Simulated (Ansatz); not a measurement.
Ge: strain along the normal

Ge (diamond, Fd-3m, 22.214 Å³/atom at rest) under an equal strain ε in the (001) plane with the normal axis free, as in a coherent film. LDA in Ansatz, a plane-wave DFT program (PAW, default set), 420 eV, 14×14×14 Γ-centred mesh, Fermi-Dirac smearing 0.05 eV; ions are relaxed within the symmetry of each cell.

Here s stands for strain and y for normal strain.

| strain (%) | normal strain (%) |
|---|---|
| -1.50 | 1.15 |
| -1.00 | 0.77 |
| -0.50 | 0.39 |
| 0.00 | 0.00 |
| 0.50 | -0.39 |
| 1.00 | -0.77 |
| 1.50 | -1.17 |
| 3.00 | ? |

Problem. Using a straight line, estimate the missing y at s = 3.00 from the other rows, showing the fit.

Solution. Means: s 0, y -0.003. About the means, the sum of products is -5.4100 and the sum of squares of s is 7.0000; the slope is their ratio. Least squares gives y = -0.003 - 0.7729·s. Residuals (row less fit): -0.006, 0.000, 0.007, 0.003, -0.001, 0.006, -0.008; standard error 0.006 (degrees of freedom: 5). The slope, -0.77 ± 0.00, is the elastic response of the normal axis, −2C12/C11 for this plane. At the withheld row, y = -0.003 - 0.7729 × 3.0 = -2.322%. The calculation gives -2.37%, 0.048% below the prediction (1.4 % of the range of y in the table). The row lies outside the fitted rows, so this is an extrapolation. From the scatter of the fitted rows alone, a prediction at this place has a standard error of 0.010%, so the miss is 4.8 times that.

One order more, fitted to all 13 runs of the series, follows each within 0.01, so the miss is the next term of a smooth law. This level leaves no gap over 0.05 eV at strain -1.00, -0.50, 0.00, 1.50, 3.00, where the mesh may be coarse. Rows are the converged runs of the series near zero and its far end; series whose fitted rows scatter by over a few per cent of the range, as at a crossing or softening among them, aren't shown in this form. Most that stay on the fit to the last digits aren't either.
